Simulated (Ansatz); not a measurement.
SnF4 (I4/mmm, No. 139), treated with r²SCAN-D4 in Ansatz (plane waves, PAW).

Settings: plane-wave cutoff 500 eV, 14×14×14 k mesh, gaussian smearing 0.02 eV, scalar-relativistic PAW data made under PBE.

Cell (relaxed at this level):

```cif
data_F8Sn2
_chemical_formula_sum 'Sn2 F8'
_space_group_name_H-M_alt 'I4/mmm'
_space_group_IT_number 139
_space_group_name_Hall '-I 4 2'
_cell_length_a 4.06955
_cell_length_b 4.06955
_cell_length_c 7.77284
_cell_angle_alpha 90.000
_cell_angle_beta 90.000
_cell_angle_gamma 90.000
loop_
_atom_site_label
_atom_site_type_symbol
_atom_site_symmetry_multiplicity
_atom_site_Wyckoff_symbol
_atom_site_fract_x
_atom_site_fract_y
_atom_site_fract_z
_atom_site_occupancy
Sn1 Sn 2 a 0.00000 0.00000 0.00000 1
F1 F 4 e 0.00000 0.00000 0.24281 1
F2 F 4 c 0.00000 0.50000 0.00000 1
```
(The calculation used a cell of 5 atoms; values per cell refer to that cell.)

Question: Estimate the band gap that the calculation returns.

Answer: 
- band gap: 4.22 eV (on the SCF k mesh)

Spin–orbit coupling is not included.

The result took very roughly 4 core-minutes.

Ansatz is a first-principles code.
